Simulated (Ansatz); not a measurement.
Consider the following.

```yaml
crystal:
  lattice:
    - [0.00000, 3.26715, 3.29982]
    - [3.26715, 0.00000, 3.29982]
    - [3.26715, 3.26715, 0.00000]
  atoms:
    - { symbol: Te, position: [0.50000, 0.50000, 0.50000] }
    - { symbol: Pb, position: [0.00000, 0.00000, 0.00000] }
```

No spin polarisation.

Level of theory: r2SCAN (Ansatz, an electronic-structure program, PAW, no SOC). Settings: 9×9×9 k-points, 0.05 eV Fermi–Dirac smearing.

### Question
What band gap does the calculation give?

### Answer
1.10 eV.

### Question
What is the computed pressure (mean of the normal stresses, compression positive)?

### Answer
-0.39 GPa.

Spin-orbit coupling, missing from the scalar runs, can matter with Pb and Te. The cells carry an imposed strain or load. Whether these cells are dynamically stable was not tested. The cell was made from PbTe in the rock salt structure (space group Fm-3m, No. 225) by this change: uniaxial strain ε_zz = +1.00 %.
